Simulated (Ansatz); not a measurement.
Start from SiO2 in the rutile structure (space group P4_2/mnm, No. 136).

```
SiO2
1.0
    4.23608     0.00000     0.00000
    0.00000     4.23608     0.00000
    0.00000     0.00000     2.69045
Si O
2 4
Cartesian
  0.00000   0.00000   0.00000
  2.11804   2.11804   1.34522
  1.30040   1.30040   0.00000
  3.41844   0.81764   1.34522
  0.81764   3.41844   1.34522
  2.93568   2.93568   0.00000
```

Cartesian axes are those of the cell as printed.

All numbers come from PBE in Ansatz (plane waves to 420 eV, PAW, no SOC).

Before the change:

- Electron mass: 0.36 mₑ along c, 0.45 mₑ across (at Γ)
- Band gap: 5.04 eV
- Shortest interatomic distance: 1.774 Å

One thing is altered: uniaxial strain ε_zz = +1.20 %, all other strain components held at zero, atoms relaxed at fixed cell.

Estimate the effect on the electron mass, band gap, stress and shortest interatomic distance.

The electron mass changes from 0.36 mₑ along c, 0.45 mₑ across (at Γ) to 0.35 mₑ along z, 0.44 mₑ across (at Γ); the band gap falls by 0.25 eV to 4.79 eV; the stress (xx, yy, zz, yz, xz, xy; compression positive) amounts to (-2.06, -2.06, -7.93, 0.00, 0.00, 0.00) GPa; the shortest interatomic distance grows by 0.012 Å (1.774 Å → 1.786 Å).

Effective masses come from finite differences of ±0.01 Å⁻¹. Gaps are read on the SCF mesh and a high-symmetry path. Whether these cells are dynamically stable was not tested.

Ansatz is an electronic-structure program.
